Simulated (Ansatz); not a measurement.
PbSe: energy against volume

PbSe (rock salt, Fm-3m, 29.475 Å³/atom and stress up to 0.01 GPa in the relaxed cell, cube axes along x, y and z) under an equal strain ε along all three axes. r2SCAN in Ansatz, a plane-wave DFT program (PAW, default set), 500 eV, 9×9×9 Γ-centred mesh, Fermi-Dirac smearing 0.05 eV; ions are relaxed, or left where forces stay under 0.02 eV/Å, within the symmetry of each cell.

Here V stands for volume and E for E less E0.

| volume (Å³/atom) | E less E0 (meV/atom) | pressure (GPa) |
|---|---|---|
| 27.7419 | 18.12 | 3.54 |
| 28.1687 | 10.00 | 2.56 |
| 28.5998 | 4.35 | 1.65 |
| 29.0354 | 1.06 | 0.79 |
| 29.4753 | 0.00 | -0.01 |
| 29.9196 | 1.07 | -0.75 |
| 30.3684 | 4.16 | -1.44 |
| 30.8217 | 9.17 | -2.09 |
| 31.2794 | 16.00 | -2.69 |
| 32.2084 | ? | ? |

Q: Fit E against V with the third-order Birch-Murnaghan form, a cubic in V^(-2/3), and predict the withheld value at V = 32.2084.

A: With u = V^(-2/3) - 0.1049, the rows have u = 0.0042212, 0.0031162, 0.0020280, 0.0009558, -0.0001000, -0.0011401, -0.0021649, -0.0031747, -0.0041695. Least squares gives E = 0.009 + 170.4·u + 968372·u² + 1831063·u³. Residuals (row less fit): -0.001, 0.001, -0.003, 0.002, -0.002, -0.001, 0.000, 0.001, -0.001; standard error 0.002 (degrees of freedom: 5). Its minimum lies at u = -0.0000880, so V0 = (0.1048120)^(-3/2) = 29.47. There d²E/du² = 1936000 and d³E/du³ = 1.099e7, so B0 = (4/9) × 29.47^(-7/3) × 1936000 × 0.160218 = 51.4 GPa (the last factor turns the table's units into GPa), and B0' = 4 + (2/3) × 0.1048120 × (1.099e7)/1936000 = 4.4. B0' rests on the cubic coefficient alone and has a standard error of 0.1 from these residuals. At the withheld row, u = -0.0061159, so E = 0.009 + 170.4 × (-0.0061159) + 968372 × (-0.0061159)² + 1831063 × (-0.0061159)³ = 34.769 meV/atom. The calculation gives 34.77 meV/atom, which the fit meets to the printed digits. The row lies outside the fitted rows, so this is an extrapolation. The scatter of the fitted rows lies at the last printed digit.

Spin-orbit coupling is left out, which can shift these values for the heavy elements here. Other structures, which can take over under pressure, weren't tried. The same form fitted to the pressure column gives B0' = 4.4; series where the two differ by over 0.4 aren't shown. Rows are the converged runs of the series near zero and its far end, less any whose ions stayed unrelaxed beside relaxed ones; series whose fitted rows scatter by over a few per cent of the range, as at a crossing or softening among them, aren't shown in this form.
